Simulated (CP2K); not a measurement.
Worked example: self-consistent single point of GaSb (F-43m, 2 atoms in the cell) in CP2K.

Method of the run: LDA (Pade form), GPW, DZVP-MOLOPT-SR-GTH basis, GTH-PADE potentials (GTH_POTENTIALS) (CP2K).

```yaml
crystal:
  lattice:
    - [4.32144, 0.00000, 0.00000]
    - [2.16072, 3.74247, 0.00000]
    - [2.16072, 1.24749, 3.52844]
  atoms:
    - { symbol: Ga, position: [0.00000, 0.00000, 0.00000] }
    - { symbol: Sb, position: [0.75000, 0.75000, 0.75000] }
```

Reference input (self-consistent single point, DFT PBE, GPW, DZVP-MOLOPT-SR-GTH basis, GTH-PBE potentials (GTH_POTENTIALS)): CUTOFF = 600 Ry; REL_CUTOFF = 40 Ry; SMEAR/METHOD = GAUSSIAN; SIGMA = 0.1 eV; KPOINTS/SCHEME = MONKHORST-PACK 9 9 9; XC_FUNCTIONAL = PBE; Ga/BASIS_SET = DZVP-MOLOPT-SR-GTH-q13; Ga/POTENTIAL = GTH-PBE-q13; Sb/BASIS_SET = DZVP-MOLOPT-SR-GTH-q5; Sb/POTENTIAL = GTH-PBE-q5; METHOD = GPW; EPS_DEFAULT = 1e-10. This run's input differs from it in these lines:

```diff
@@ -42,3 +42,3 @@
     &XC
-      &XC_FUNCTIONAL PBE
+      &XC_FUNCTIONAL PADE
       &END XC_FUNCTIONAL
@@ -72,3 +72,3 @@
       BASIS_SET DZVP-MOLOPT-SR-GTH-q13
-      POTENTIAL GTH-PBE-q13
+      POTENTIAL GTH-PADE-q13
     &END KIND
@@ -76,3 +76,3 @@
       BASIS_SET DZVP-MOLOPT-SR-GTH-q5
-      POTENTIAL GTH-PBE-q5
+      POTENTIAL GTH-PADE-q5
     &END KIND
```

Output (repeated stretches shortened):

```
 SCF WAVEFUNCTION OPTIMIZATION

  Step     Update method      Time    Convergence         Total energy    Change
     1 NoMix/Diag. 0.30E+00      -     0.89314738       -80.2264210426 -8.02E+01
     2 Broy./Diag. 0.30E+00      -     0.03975583       -80.3649866692 -1.39E-01
     3 Broy./Diag. 0.30E+00      -     0.03252771       -80.1993920569  1.66E-01
     4 Broy./Diag. 0.30E+00      -     0.01568578       -80.1331047253  6.63E-02
     5 Broy./Diag. 0.30E+00      -     0.00116420       -80.1505936366 -1.75E-02
     6 Broy./Diag. 0.30E+00      -     0.00066585       -80.1525411569 -1.95E-03
     7 Broy./Diag. 0.30E+00      -     0.00002721       -80.1524816801  5.95E-05
     8 Broy./Diag. 0.30E+00      -     0.00009805       -80.1522849078  1.97E-04
     9 Broy./Diag. 0.30E+00      -     0.00001773       -80.1522889815 -4.07E-06
    10 Broy./Diag. 0.30E+00      -     0.00000302       -80.1523148743 -2.59E-05
    11 Broy./Diag. 0.30E+00      -     0.00000014       -80.1523180648 -3.19E-06
  *** SCF run converged in    11 steps ***

  Overlap energy of the core charge distribution:               0.00000000364349
  Self energy of the core charge distribution:               -109.24708712211485
  Core Hamiltonian energy:                                     31.41119573229154
  Hartree energy:                                               9.01794596759792
  Exchange-correlation energy:                                -11.33436402179023
  Smearing free energy correction:                             -0.00000862440744
  Fermi energy:                                                 0.13515194209167

  Total energy:                                               -80.15231806478000
  Total energy (extrapolated to sigma->0):                    -80.15231375257629

   [... lines left out ...]

 STRESS| Analytical stress tensor [bar]
 STRESS|                        x                   y                   z
 STRESS|      x       -1.36549456549E+04   3.56636566198E+00   2.52177942806E+00
 STRESS|      y        3.56636566198E+00  -1.36591879439E+04   1.52469274287E+00
 STRESS|      z        2.52177942806E+00   1.52469274287E+00  -1.36601667816E+04
 STRESS| 1/3 Trace                                            -1.36581001268E+04
```

The run converged in 11 iterations. Against the reference run the pressure goes from 3.05 to -1.37 GPa.

The starting cell comes from a database of computed structures (which also holds hypothetical and non-ambient phases and stackings), without a prior relaxation at this level. Its lattice was rescaled by a random factor within 2.5 % of one. Values carry the incompleteness of an atom-centred basis. The run gives no clean gap (levels at the Fermi energy touch, overlap or are partly filled at this smearing), which alone does not show that the compound is a metal.
